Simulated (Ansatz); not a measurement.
ZnSe under load (space group F-43m), Ansatz (an electronic-structure program) with r2SCAN with spin-orbit coupling, rigid bands. Condition of this run: hydrostatic pressure of -1.6 GPa (compression positive) (the target of the relaxation). Band gap 1.71 eV, N_c = 1.16e18 cm⁻³ and N_v = 2.70e19 cm⁻³ at 300 K, conductivity masses of 0.131 mₑ (electrons) and 0.691 mₑ (holes). Take k_BT = 0.02585 eV.

What built-in voltage has an abrupt junction with N_A = 1e17 and N_D = 1e17 cm⁻³, all dopants ionised?

V_bi = E_g/e − (k_BT/e) ln(N_c N_v/(N_A N_D)) = 1.71 − 0.02585 × 8.05 = 1.50 V, for the computed gap.

Find the intrinsic carrier density and the intrinsic Fermi level.

n_i = √(N_c N_v) exp(−E_g/2k_BT) = 5.60e18 × exp(−33.07) = 2.4e4 cm⁻³. The level lies (k_BT/2) ln(N_v/N_c) = 41 meV from mid-gap (positive towards the conduction band). Each 0.1 eV added to the gap lowers n_i by a factor of 6.9.

What thermal injection velocity √(2k_BT/πm) limits a ballistic channel?

1.49e7 cm/s for electrons and 6.47e6 cm/s for holes, a ratio of √(m_h/m_e) = 2.30, for dilute carriers.

Rigid bands with the computed gap; masses take one relaxation time for all states. Geometry: cell and atoms relaxed with PBEsol.
